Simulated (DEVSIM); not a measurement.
Device: Au/SiO2/n-GaAs capacitor, at 300 K.

```
layer (left to right)  material  thickness (nm)  Nd (cm⁻³)
---------------------  --------  --------------  ---------
1                          SiO2            18.0          -
2                          GaAs            1400     2.1e17
```

Metal gate on the left, work function 5.1 eV. Fixed charge at the semiconductor interface 3.18e12 cm⁻² (in units of +e); interface traps 9.1e10 cm⁻² eV⁻¹, uniform in energy, neutral level at 0.3 of the gap above the valence band.

Constants are typed, rounded textbook-type inputs, not results; the design itself was drawn at random and stands for no fabricated device. Values at 300 K.

```
parameter      SiO2    GaAs
-------------  ----  ------
gap (eV)          9   1.424
affinity (eV)   0.9    4.07
permittivity    3.9    12.9
Nc (cm⁻³)         -  4.7e17
Nv (cm⁻³)         -    9e18
```

Model (solved in DEVSIM): 1D Poisson equation in equilibrium, Boltzmann statistics, complete ionisation; no quantum confinement or tunnelling. Metal contacts follow the ideal Schottky-Mott rule: no Fermi-level pinning, no interface dipoles.

**Question.** Tabulate band edges, carrier densities and field at -2.8 V on the gate.

**Answer.** Energies count from the Fermi level of the right contact; mesh points crowd at the junctions.

```csv
x (μm),Ec (eV),Ev (eV),n (cm⁻³),p (cm⁻³),field (V/cm)
0.000,7.000,-2.000,< 1e2,< 1e2,-1900000
0.001296,6.752,-2.248,< 1e2,< 1e2,-1900000
0.003698,6.291,-2.709,< 1e2,< 1e2,-1900000
0.008575,5.357,-3.643,< 1e2,< 1e2,-1900000
0.01481,4.163,-4.837,< 1e2,< 1e2,-1900000
0.01704,3.735,-5.265,< 1e2,< 1e2,-1900000
0.01812,0.380,-1.044,2.0e11,< 1e2,-140000
0.02039,0.349,-1.075,6.5e11,< 1e2,-130000
0.02457,0.296,-1.128,5.1e12,< 1e2,-120000
0.03368,0.197,-1.226,2.3e14,< 1e2,-94000
0.05230,0.072,-1.352,2.9e16,< 1e2,-41000
0.1147,0.021,-1.403,2.1e17,< 1e2,-100
0.2300,0.021,-1.403,2.1e17,< 1e2,≈ 0
0.4812,0.021,-1.403,2.1e17,< 1e2,≈ 0
1.025,0.021,-1.403,2.1e17,< 1e2,≈ 0
1.232,0.021,-1.403,2.1e17,< 1e2,≈ 0
1.333,0.021,-1.403,2.1e17,< 1e2,≈ 0
1.378,0.021,-1.403,2.1e17,< 1e2,≈ 0
1.405,0.021,-1.403,2.1e17,< 1e2,≈ 0
1.412,0.021,-1.403,2.1e17,< 1e2,≈ 0
1.416,0.021,-1.403,2.1e17,< 1e2,≈ 0
1.418,0.021,-1.403,2.1e17,< 1e2,≈ 0
```
